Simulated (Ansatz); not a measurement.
The starting structures come from a database of crystals and need not be the phases stable at ambient conditions.

Consider the following.

```
CELL_PARAMETERS angstrom
      4.41442     0.00000     0.00000
      0.00000    10.05239    -0.01406
      0.00000     2.87291     4.53456
ATOMIC_POSITIONS crystal
  Ge 0.25207 0.11417 0.63583
  Ge 0.74793 0.88583 0.36417
  Ge 0.75207 0.38583 0.86417
  Ge 0.24793 0.61417 0.13583
  F  0.98031 0.27879 0.47121
  F  0.01969 0.72121 0.52879
  F  0.48031 0.22121 0.02879
  F  0.51969 0.77879 0.97121
  F  0.00000 0.00000 0.50000
  F  0.50000 0.50000 0.00000
  F  0.50000 0.50000 0.50000
  F  0.00000 0.00000 0.00000
```

Space group of this cell: Pnma. The cell was relaxed by PBE-D3(BJ); by r2SCAN its mean pressure is -2.9 GPa.

Transport runs along the normal of the first two printed cell vectors.

The gap is the functional's own. No spin-orbit coupling. Mid-gap values are interpolated on the energy grid.

Question: Give the band gap and the smallest decay constant κ at mid-gap that r2SCAN (Ansatz, a program for electronic structure) yields.

Answer: Gap 4.59 eV on a 8×8×8 mesh; κ = 0.485 1/Å, at the zone centre.
